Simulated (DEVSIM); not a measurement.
System: abrupt Si p-n junction, at 300 K.

Layer 1 from the left is Si, thickness (μm) 3.40, Na (cm⁻³) 3e17, τn (s) 9.7e-5, τp (s) 9.7e-5. Layer 2 from the left is Si, thickness (μm) 24.0, Nd (cm⁻³) 1.9e14, τn (s) 9.7e-5, τp (s) 9.7e-5.

Left contact: ohmic. Right contact: ohmic. Voltage is applied to the left contact. Recombination: SRH at mid-gap, Auger. Mobility is constant in doping.

Constants are typed, rounded textbook-type inputs, not results; the design itself was drawn at random and stands for no fabricated device. Values at 300 K.

Si: gap (eV) 1.124, affinity (eV) 4.05, permittivity 11.7, Nc (cm⁻³) 2.86e19, Nv (cm⁻³) 3.1e19, μn (cm²/Vs) 1417, μp (cm²/Vs) 470, Cn (cm⁶/s) 2.8e-31, Cp (cm⁶/s) 9.9e-32.

Model (solved in DEVSIM): 1D drift-diffusion, Boltzmann statistics, complete ionisation; no tunnelling, impact ionisation, image-force lowering or self-heating.

Dark forward current:

```csv
|V| (V),|J| (A/cm²)
0.05,3.626e-9
0.10,2.692e-8
0.15,1.832e-7
0.20,1.247e-6
0.25,8.533e-6
0.30,5.853e-5
0.35,0.0004013
0.40,0.002732
0.45,0.01789
0.50,0.1011
0.55,0.4402
0.60,1.533
0.65,4.658
0.70,12.71
0.75,30.24
0.80,60.75
0.85,104.0
0.90,156.2
0.95,211.5
1.00,264.8
1.05,313.5
1.10,357.2
1.15,396.5
1.20,432.4
1.25,465.4
1.30,496.2
```

Work out the local ideality factor n = ΔV / (kT/q · ln(J2/J1)) between the rows 0.15 and 0.20 V, 0.25 and 0.30 V, 1.25 and 1.30 V.

kT/q = 25.85 mV. From 0.15 to 0.20 V: ln(1.247e-6/1.832e-7) = 1.918, n = 1.01, near the 1 of diffusion or emission over a barrier. From 0.25 to 0.30 V: ln(5.853e-5/8.533e-6) = 1.926, n = 1.00, near the 1 of diffusion or emission over a barrier. From 1.25 to 1.30 V: ln(496.2/465.4) = 0.064, n = 30.18.

Estimate the current at 0.30 V from the Shockley equation with J0 = Σ q ni² D/(N L) coth(W/L), τ joining the SRH, radiative and Auger lifetimes that are on, and W taken as the whole layer.

ni² = 1.16e20 cm⁻⁶; electrons in the p layer: μ = 1420 cm²/Vs, D = 36.6 cm²/s, τ = 5.20e-5 s, L = 437 μm, W/L = 0.0078, term 6.67e-12 A/cm²; holes in the n layer: μ = 470 cm²/Vs, D = 12.1 cm²/s, τ = 9.70e-5 s, L = 343 μm, W/L = 0.070, term 4.95e-10 A/cm². J0 = 5.02e-10 A/cm², and J = J0 exp(qV/kT) = 5.51e-5 A/cm². The simulation gives 5.85e-5 A/cm²; the estimate lies 5.9 % below. The estimate leaves out recombination in the depletion region and that region's share of W.
